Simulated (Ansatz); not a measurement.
We consider LaRu2 (Fd-3m, No. 227), described by LDA (PAW; Ansatz, a first-principles code).

Numerical settings: plane-wave cutoff 520 eV, 12×12×12 k mesh, Fermi–Dirac smearing 0.05 eV, no spin polarisation, scalar-relativistic PAW data made under PBE.

Cell (relaxed at this level):

```yaml
crystal:
  lattice:
    - [0.00000, 3.77171, 3.77171]
    - [3.77171, 0.00000, 3.77171]
    - [3.77171, 3.77171, 0.00000]
  atoms:
    - { symbol: Ru, position: [0.62500, 0.62500, 0.62500] }
    - { symbol: Ru, position: [0.12500, 0.62500, 0.62500] }
    - { symbol: Ru, position: [0.62500, 0.62500, 0.12500] }
    - { symbol: Ru, position: [0.62500, 0.12500, 0.62500] }
    - { symbol: La, position: [0.00000, 0.00000, 0.00000] }
    - { symbol: La, position: [0.25000, 0.25000, 0.25000] }
```

**Question.** Predict the bulk modulus B0.

**Answer.** 
- bulk modulus B0: 172 GPa

The run finds no gap.

Note: the bulk modulus is −V dP/dV from two relaxed cells at ±2 % in volume; the relaxation could not lower the start's symmetry, so the cell can be a saddle point above a distorted one; the volume lies 6 % below that of the published cell.

Spin–orbit coupling is not included.

The computed numbers hold no vibrational or temperature effects.

The result took very roughly 3 core-minutes.
